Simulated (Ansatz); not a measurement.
Start from BaHfO$_{3}$ in the cubic perovskite structure (space group Pm-3m, No. 221; a = 4.158 Å).

Level of theory: Ansatz (a program for electronic structure), PBEsol, PAW, cutoff 420 eV, scalar-relativistic without spin-orbit coupling.

For the base:

The gap between the host's bands is 3.58 eV and the gap character comes out as indirect, R → Γ.

Perturbation: hole doping at 3.0×10^21 cm⁻³ (0.216 per cell), with a uniform compensating background at fixed cell and a 300 K Fermi–Dirac width.

Task: What happens to the Fermi level from band edge?

Result: The Fermi level relative to the doped band's edge (positive inside the band; to 0.05 eV) amounts to +0.10 eV.

Task: How does this affect the gap between the host's bands?

Result: The gap between the host's bands grows by 0.144 eV (3.58 eV → 3.73 eV).

Task: Estimate the effect on the gap character.

Result: The gap character remains indirect, R → Γ.

Carriers are added with a uniform compensating background; total energy and stress of such cells depend on the potential's zero and are not compared; many-body gap narrowing is missing at this level. With Hf present, leaving out spin-orbit coupling can change the band edges. Whether these cells are dynamically stable was not tested. The base started in P4mm and relaxed to Pm-3m at this level.
